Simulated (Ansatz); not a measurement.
**CoSn, pressure series**

Take CoSn (space group P6/mmm, No. 191; a = 5.294 Å, c = 4.235 Å; non-magnetic) as the base.

Cell and atoms are relaxed at each pressure.

The values are results of PBE/PAW in Ansatz (an electronic-structure program), without spin-orbit coupling, not measurements.

Two rows of this table had their results exchanged by mistake.

```tsv
pressure	volume per atom (Å³)	shortest distance (Å)	band gap
pressure −2 GPa	17.41	2.626	zero
pressure −1 GPa	17.27	2.618	zero
pressure 1.8 GPa	16.90	2.600	zero
pressure 4.2 GPa	16.62	2.585	zero
pressure 9 GPa	16.12	2.559	zero
pressure 18 GPa	13.86	2.432	zero
pressure 30 GPa	14.60	2.475	zero
pressure 45 GPa	15.37	2.518	zero
pressure 60 GPa	13.27	2.397	zero
```

Question: Which two?

Answer: The rows for pressure 18 GPa and pressure 45 GPa: the volume has to fall steadily with pressure, so 15.37 Å³ belongs to pressure 18 GPa and 13.86 Å³ to pressure 45 GPa.

Load acts through the strain it causes; cell and atoms are relaxed under it. No phonon test of stability was made. No other phases were tried under pressure. Seeded moments were not kept for the base. The final runs are not spin-polarised.
